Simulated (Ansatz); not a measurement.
The starting structures come from a database of crystals and need not be the phases stable at ambient conditions.

The decay constant κ of evanescent states in the gap governs leakage through a thin film.

```
CELL_PARAMETERS angstrom
      7.35694     0.00000     0.00000
      3.67847     8.70220     0.00000
      3.67847     0.00000     3.67847
ATOMIC_POSITIONS crystal
  Ba 0.67539 0.64922 0.00000
  Ba 0.32461 0.35078 0.00000
  Ba 0.50000 0.00000 0.50000
  Ba 0.00000 0.00000 0.50000
  As 0.86438 0.27124 0.00000
  As 0.13562 0.72876 0.00000
  O  0.50000 0.00000 0.00000
```

Space group of this cell: I4/mmm. The cell is taken as given; by r2SCAN its mean pressure is -0.8 GPa.

Transport runs along the normal of the first two printed cell vectors, the (110) plane of the conventional cell.

The gap is the functional's own, uncorrected, and κ follows it; spin-orbit coupling is left out. Mid-gap values are interpolated between the computed energies.

### Question
Compute, with Ansatz (an electronic-structure program) with r2SCAN, the band gap and the smallest decay constant κ at mid-gap.

### Answer
Gap 1.02 eV on a 8×8×8 mesh; κ = 0.129 1/Å, at (0.000, 0.500) of the in-plane reciprocal vectors. At the zone centre, at the nearest computed energy, the slowest state has κ = 0.14 1/Å.
